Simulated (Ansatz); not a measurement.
System: Ca₂BeN₂ (model structure, started from the Ca2ZnN2 type, I4/mmm, No. 139, 5 atoms in the cell). Method: G0W0@PBEsol in Ansatz (plane waves, hard PAW, contour deformation).

The cell is the one relaxed with PBEsol. Conventional cell: a = 3.5166 Å, b = 3.5166 Å, c = 11.4577 Å, α = 90.00°, β = 90.00°, γ = 90.00°.

One run with a 6×6×6 mesh, response cutoff 100 eV and 296 empty bands, not extrapolated in mesh or basis; no spin–orbit coupling.

Highest filled and lowest empty level by k point (fractions of the reciprocal vectors of the cell (-1.758 1.758 5.729) (1.758 -1.758 5.729) (1.758 1.758 -5.729) Å; eV from the valence maximum of each method):

| k | PBEsol filled | PBEsol empty | QP filled | QP empty |
|---|---|---|---|---|
| 0 0 0 | -0.05 | 1.02 | -0.08 | 1.93 |
| 0 0.167 0 | -0.33 | 1.65 | -0.34 | 2.66 |
| 0 0.333 0.333 | -0.90 | 2.15 | -0.98 | 3.46 |
| 0 -0.5 0.167 | -0.87 | 2.16 | (withheld) | (withheld) |
| 0.167 0.167 0.167 | -1.06 | 2.10 | -1.16 | 3.28 |
| 0.167 0.167 -0.167 | -0.04 | 1.46 | -0.06 | 2.38 |
| 0.167 0.333 -0.333 | -0.32 | 2.15 | -0.32 | 3.19 |
| 0.167 -0.333 0.333 | -1.04 | 1.79 | (withheld) | (withheld) |

Q: Estimate the withheld levels to about 0.1 eV.

A: 
- 0 -0.5 0.167, QP filled: -0.91
- 0 -0.5 0.167, QP empty: 3.29
- 0.167 -0.333 0.333, QP filled: -1.02
- 0.167 -0.333 0.333, QP empty: 2.90

Note: the relaxation could raise the start's symmetry but not lower it, so the cell can be a saddle point.

A model structure was made by putting elements into a prototype or built by hand; it is no filed structure, need not be a known phase, and can be a saddle point held by its symmetry.

Ansatz is an electronic-structure program.
